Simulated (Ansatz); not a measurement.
**AlSi3C3N (model structure, P3m1, No. 156, 8 atoms in the cell)**

These are PBEsol (Ansatz, a quantum-chemistry and plane-wave program, PAW) values and carry that method's errors.

Settings: plane-wave cutoff 520 eV, 24×24×6 k mesh (along the axes of the cell as run), Fermi–Dirac smearing 0.05 eV, scalar-relativistic PAW data made under PBE.

Cell (relaxed at this level):

```xyz
8
Lattice="3.1059 0.0000 0.0000 -1.5530 2.6898 0.0000 0.0000 0.0000 10.0756" Properties=species:S:1:pos:R:3 pbc="T T T"
Al     0.0000     1.7932    -0.1212
N      0.0000     1.7932     1.9878
Si     1.5530     0.8966     2.5496
C      1.5530     0.8966     4.3879
Si     0.0000     1.7932     5.0710
C      0.0000     1.7932     6.9197
Si     1.5530     0.8966     7.6071
C      1.5530     0.8966     9.4267
```

```json
{
 "band_gap": "zero (no gap)",
 "bulk_modulus": "193 GPa"
}
```

Note: the bulk modulus is −V dP/dV from two relaxed cells at ±2 % in volume; the relaxation could raise the start's symmetry but not lower it, so the cell can be a saddle point.

Computed values are for the static lattice.

A model structure was made by putting elements into a prototype or built by hand; it is no filed structure, need not be a known phase, and can be a saddle point held by its symmetry.
